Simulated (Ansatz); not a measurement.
## A computed series for ZnSe: response to strain

The reference is ZnSe in the zinc blende structure (space group F-43m, No. 216; a = 5.568 Å). Axes: x, y, z lie along the cube axes.

Strains are applied to the cell and any free atomic positions relax.

The values are results of plane-wave PAW DFT at the LDA level (Ansatz, a program for electronic structure, 420 eV), no SOC, not measurements.

Notes on the quantities. energy relative to the base: free energy F; pressure: mean of the normal stresses, compression positive.

```
change                       energy relative to the base  band gap  volume per atom  pressure
---------------------------  ---------------------------  --------  ---------------  --------
base                                          0 meV/atom   1.25 eV         21.57 Å³  0.00 GPa
tensor shear ε_xy = +0.57 %                +0.4 meV/atom   1.21 eV         21.57 Å³  0.00 GPa
tensor shear ε_xy = +1.71 %                +3.4 meV/atom   1.13 eV         21.57 Å³  0.01 GPa
tensor shear ε_xy = +1.43 %                +2.4 meV/atom   1.15 eV         21.57 Å³  0.00 GPa
tensor shear ε_xy = +0.86 %                +0.9 meV/atom   1.19 eV         21.57 Å³  0.00 GPa
tensor shear ε_xy = +0.29 %                +0.1 meV/atom   1.23 eV         21.57 Å³  0.00 GPa
tensor shear ε_xy = +2.00 %                +4.6 meV/atom   1.10 eV         21.56 Å³  0.01 GPa
tensor shear ε_xy = +1.14 %                +1.5 meV/atom   1.17 eV         21.57 Å³  0.00 GPa
```

No phonon test of stability was made.
